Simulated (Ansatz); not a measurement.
Band structure of SrNiO3 (Cmmm, 5 atoms in the cell).

```yaml
crystal:
  lattice:
    - [2.80681, -2.81455, 0.00000]
    - [2.80681, 2.81455, 0.00000]
    - [0.00000, 0.00000, 3.97740]
  atoms:
    - { symbol: Sr, position: [0.50000, 0.50000, 0.50000] }
    - { symbol: Ni, position: [0.00000, 0.00000, 0.00000], spin: 2.0 }
    - { symbol: O, position: [0.00000, 0.00000, 0.50000] }
    - { symbol: O, position: [0.50000, 0.00000, 0.00000] }
    - { symbol: O, position: [0.00000, 0.50000, 0.00000] }
```
(The spins are starting values, not results.)

Method of the run: PBEsol, PAW files made with PBE (plane waves; Ansatz, a program for electronic structure).

Settings: basis.ecutwfc = 420 eV; kpoints.mp_grid.grid = 5 5 5; hamiltonian.xc = pbesol; hamiltonian.pseudopotentials = {kind: paw} (the program's default PAW files); magnetization.spin_polarized = true; scf.occupations.method = gaussian; scf.occupations.width = 0.1 eV; kpoints.band_path.npoints = 8.

The starting cell comes from a database of computed structures (which also holds hypothetical and non-ambient phases and stackings), without a prior relaxation at this level. Its lattice was rescaled by a random factor within 2.5 % of one. The moments shrank to a small part of their start, a low-spin state that need not be the lowest.

Levels in eV from the Fermi level, bands 21 to 28 of the first spin channel:
```
point     21     22     23     24     25    26    27    28
-----  -----  -----  -----  -----  -----  ----  ----  ----
Γ      -1.23  -1.22  -0.68  -0.68  -0.67  5.49  5.62  5.63
X      -0.64  -0.49  -0.49  -0.32   2.41  7.89  8.16  9.38
S      -1.08  -1.08  -0.30  -0.30   0.48  7.26  7.33  8.30
R      -0.64  -0.49  -0.49  -0.31   2.40  7.89  8.16  9.38
A      -0.25  -0.25  -0.25   2.41   2.41  6.92  6.93  6.94
Z      -1.10  -1.07  -0.30  -0.30   0.48  7.25  7.33  8.30
Y      -0.64  -0.49  -0.49  -0.32   2.41  7.89  8.16  9.38
X1     -0.64  -0.49  -0.49  -0.32   2.41  7.89  8.16  9.38
A1     -0.25  -0.25  -0.25   2.41   2.41  6.92  6.93  6.94
T      -0.25  -0.25  -0.25   2.41   2.41  6.92  6.93  6.94
```

Bands cross the Fermi level along this path, so the cell is metallic at this level.

The net moment of the cell came out as 1.09 μB.

Keys are those of Ansatz 0.2.
